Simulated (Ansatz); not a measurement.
Start from Al₂Cu (space group I4/mcm, No. 140).

```yaml
crystal:
  lattice:
    - [-3.02971, 3.02971, 2.43697]
    - [3.02971, -3.02971, 2.43697]
    - [3.02971, 3.02971, -2.43697]
  atoms:
    - { symbol: Al, position: [0.65828, 0.15828, 0.81655] }
    - { symbol: Al, position: [0.84172, 0.65828, 0.50000] }
    - { symbol: Al, position: [0.15828, 0.34172, 0.50000] }
    - { symbol: Al, position: [0.34172, 0.84172, 0.18345] }
    - { symbol: Cu, position: [0.25000, 0.25000, 0.00000] }
    - { symbol: Cu, position: [0.75000, 0.75000, 0.00000] }
```

Levels (all Ansatz, a program for electronic structure, PAW, earlier PAW set): PBE (420 eV, no spin-orbit coupling); r2SCAN (500 eV, without spin-orbit coupling).

The geometry is relaxed with PBE.

- PBE pressure: 0.0 GPa

Q: Predict the pressure from r2SCAN.

A: The pressure goes from zero to -3.7 GPa.

Single points use the geometry relaxed with PBE. Their cutoffs differ, which shifts pressures a little. Stability against distortions was not tested. All final runs are without spin polarisation.
